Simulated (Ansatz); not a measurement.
An Ansatz (a quantum-chemistry and plane-wave program) input (Ansatz r2SCAN, spin-orbit coupling left out):

Ansatz 0.2 input:
```yaml
crystal:
  lattice:
    - [2.8357038367, 0, 0]
    - [0, 2.8357038367, 0]
    - [0, 0, 4.0912792129]
  atoms:
    - { symbol: Al, position: [0.5, 0.5, 0.5] }
    - { symbol: Ti, position: [0, 0, 0] }
basis: { ecutwfc: 500, ecutrho_ratio: 4, xc_grid: 4, fft_grid_basis: typed }
kpoints: { mp_grid: { grid: [16, 16, 12] } }
hamiltonian:
  xc: r2scan
  dispersion: none
  pseudopotentials: { kind: paw }
scf: { occupations: { method: fermi_dirac, width: 0.05 }, convergence: { dr2_threshold: 0.0000000002 } }
relax: { f_tol: 0.005, max_steps: 50 }
output: { forces: true, stress: true }
checkpoint: { write: state.ck, write_every: 1000 }
```

Q: Which symmetry and how many k-points will the program report, and about how many plane waves at Γ?

A: Space group P4/mmm (ITA 123) with 16 operations, k-points 315 of 3072, and 831 plane waves at Γ.

Q: And the final pressure?

A: -2.79 GPa (compression positive).

The cells carry an imposed strain or load. No phonon test of stability was made. The final runs are not spin-polarised. The cell was made from TiAl (space group P4/mmm, No. 123) by this change: isotropic strain +0.81 %.
